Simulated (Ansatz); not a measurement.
BN under load (space group P6_3mc), r2SCAN, rigid bands (Ansatz, a program for electronic structure). Condition of this run: hydrostatic pressure of 36 GPa (compression positive) (the target of the relaxation). Band gap 5.57 eV, N_c = 1.35e19 cm⁻³ and N_v = 4.55e19 cm⁻³ at 300 K, conductivity masses along y (a = (2.47, 0.00, 0.00) Å; b = (-1.24, 2.14, 0.00) Å; c = (0.00, 0.00, 4.09) Å) of 0.480 mₑ (electrons) and 0.803 mₑ (holes). Take k_BT = 0.02585 eV.

Task: A film of it is 2 nm thick, with its normal along the direction named. Estimate the confinement energies in an infinite well.

Result: ħ²π²/(2m t²) = 0.376 eV·nm²/(m/mₑ × t²) gives 196 meV for electrons and 117 meV for holes, so the gap would widen to about 5.88 eV. Finite barriers and nonparabolic bands lower this, and with several valleys or bands the heaviest mass along the normal sets the lowest level, not this average.

Task: What thermal injection velocity √(2k_BT/πm) limits a ballistic channel along the direction named?

Result: 7.77e6 cm/s for electrons and 6.00e6 cm/s for holes, a ratio of √(m_h/m_e) = 1.29, for dilute carriers.

Task: Find the intrinsic carrier density and the intrinsic Fermi level.

Result: n_i = √(N_c N_v) exp(−E_g/2k_BT) = 2.48e19 × exp(−107.73) = 4.1e-28 cm⁻³. The level lies (k_BT/2) ln(N_v/N_c) = 16 meV from mid-gap (positive towards the conduction band). Each 0.1 eV added to the gap lowers n_i by a factor of 6.9.

Rigid bands with the computed gap; masses take one relaxation time for all states. Spin-orbit coupling is left out. Geometry: cell and atoms relaxed with PBEsol.
